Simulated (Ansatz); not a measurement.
Input and output of a self-consistent single point for ZrGa₂ (Cmmm, 6 atoms in the cell) (Ansatz, a first-principles code).

Computed with PBEsol, PAW files made with PBE (plane waves; Ansatz).

The change in words: lattice scaled by 0.98. Reference geometry:
```
CELL_PARAMETERS angstrom
      1.97249    -6.39337     0.00000
      1.97249     6.39337     0.00000
      0.00000     0.00000     4.08608
ATOMIC_POSITIONS crystal
  Zr 0.35038 0.64962 0.50000
  Zr 0.64962 0.35038 0.50000
  Ga 0.00000 0.00000 0.50000
  Ga 0.50000 0.50000 0.00000
  Ga 0.17819 0.82181 0.00000
  Ga 0.82181 0.17819 0.00000
```

Reference input (self-consistent single point, DFT, PBEsol, plane waves, PAW files made with PBE): kpoints.mp_grid.grid = 5 5 5; hamiltonian.xc = pbesol; hamiltonian.pseudopotentials = {kind: paw} (an earlier, softer set of the program's PAW files); scf.occupations.method = fermi_dirac; scf.occupations.width = 0.0073 Ry. This run's input differs from it in these lines:

Ansatz 0.2 input:
```diff
@@ -2,12 +2,12 @@
   lattice:
-    - [1.972491, -6.393375, 0.000000]
-    - [1.972491, 6.393375, 0.000000]
-    - [0.000000, 0.000000, 4.086076]
+    - [1.933041, -6.265508, 0.000000]
+    - [1.933041, 6.265508, 0.000000]
+    - [0.000000, 0.000000, 4.004354]
   atoms:
-    - { symbol: Zr, position_ang: [1.972491, 1.913154, 2.043038] }
-    - { symbol: Zr, position_ang: [1.972491, -1.913154, 2.043038] }
-    - { symbol: Ga, position_ang: [0.000000, 0.000000, 2.043038] }
-    - { symbol: Ga, position_ang: [1.972491, 0.000000, 0.000000] }
-    - { symbol: Ga, position_ang: [1.972491, 4.114904, 0.000000] }
-    - { symbol: Ga, position_ang: [1.972491, -4.114904, 0.000000] }
+    - { symbol: Zr, position_ang: [1.933041, 1.874891, 2.002177] }
+    - { symbol: Zr, position_ang: [1.933041, -1.874891, 2.002177] }
+    - { symbol: Ga, position_ang: [0.000000, 0.000000, 2.002177] }
+    - { symbol: Ga, position_ang: [1.933041, 0.000000, 0.000000] }
+    - { symbol: Ga, position_ang: [1.933041, 4.032606, 0.000000] }
+    - { symbol: Ga, position_ang: [1.933041, -4.032606, 0.000000] }
 kpoints:
```

Output (repeated stretches shortened):

```
SCF iter   1: F=—  HF=-23235.848378 eV  |F-HF|=—  |Δ(HF+E_count)|=         —  Δρ=5.74e-2  dr2=8.39e0  ethr=3.10e-3  ⟨swp⟩=6.1  Hψ=4922  notcnv=0
all-band conjugate gradients solve this SCF's bands
preconditioner: auto → Kerker (q_TF=auto, 2.620 Å⁻¹)
SCF iter   2: F=—  HF=-23234.278401 eV  |F-HF|=—  |Δ(HF+E_count)|=    1.57e0  Δρ=3.11e-2  dr2=2.18e0  ethr=3.10e-3  ⟨swp⟩=2.7  Hψ=2579  notcnv=0
   [... lines left out ...]
SCF iter   7: F=—  HF=-23233.730010 eV  |F-HF|=—  |Δ(HF+E_count)|=   4.83e-5  Δρ=4.26e-4  dr2=1.38e-4  ethr=3.66e-7  ⟨swp⟩=2.0  Hψ=2050  notcnv=0  defer=1
SCF iter   8: F=—  HF=-23233.729890 eV  |F-HF|=—  |Δ(HF+E_count)|=   1.20e-4  Δρ=8.27e-5  dr2=8.74e-6  ethr=1.82e-7  ⟨swp⟩=2.0  Hψ=2043  notcnv=0  defer=1
SCF iter   9: F=—  HF=-23233.729855 eV  |F-HF|=—  |Δ(HF+E_count)|=   3.56e-5  Δρ=2.18e-5  dr2=3.96e-7  ethr=1.15e-8  ⟨swp⟩=2.5  Hψ=2284  notcnv=0  defer=1
SCF iter  10: F=-23233.729855 eV  HF=-23233.729855 eV  |F-HF|=1.22e-8  |Δ(HF+E_count)|=   1.31e-7  Δρ=4.09e-6  dr2=1.38e-8  ethr=1.32e-10  ⟨swp⟩=5.9  Hψ=4966  notcnv=0
SCF 1 converged in 10 iterations: F = -23233.729855 eV  dr2 = 1.38e-8
Free energy (F): -23233.729855 eV
Internal energy: -23233.657059 eV  (E = F + TS)
E sigma→0 (E₀):  -23233.693457 eV
Entropy (-TS):   -0.072796 eV (-12.133 meV/atom)
Fermi energy:    14.615087 eV
--- Forces (eV/Å), atoms counted from 1 ---
  atom   1  Zr     0.00000000     0.29109407     0.00000000
  atom   2  Zr     0.00000000    -0.29109407     0.00000000
  atom   3  Ga     0.00000000     0.00000000     0.00000000
  atom   4  Ga    -0.00000000     0.00000000     0.00000000
  atom   5  Ga     0.00000000     0.09798833     0.00000000
  atom   6  Ga     0.00000000    -0.09798833     0.00000000
--- Stress (GPa, compression-positive) ---
       10.029885       0.000000       0.000000
        0.000000       8.846612       0.000000
        0.000000       0.000000       8.866555
  P = ⅓ Tr σ = 9.2477 GPa (92.477 kbar)
  The stress holds the Pulay correction. Without it, at fixed plane waves, as pw.x and ABINIT print it: P = 9.2149 GPa
```

The run converged in 10 iterations. Against the reference run the free energy goes up by 31.0 meV/atom, the pressure goes from 1.02 to 9.25 GPa and the largest force goes from 0.105 to 0.291 eV/Å.

The starting cell comes from a database of computed structures (which also holds hypothetical and non-ambient phases and stackings), without a prior relaxation at this level. Its lattice was rescaled by a random factor within 2.5 % of one. For this run, on top of that: lattice scaled by 0.98. With a pressure of about 9 GPa the cell is away from its equilibrium volume at this level. Ansatz's pressure includes its estimate of the finite-basis (Pulay) stress.
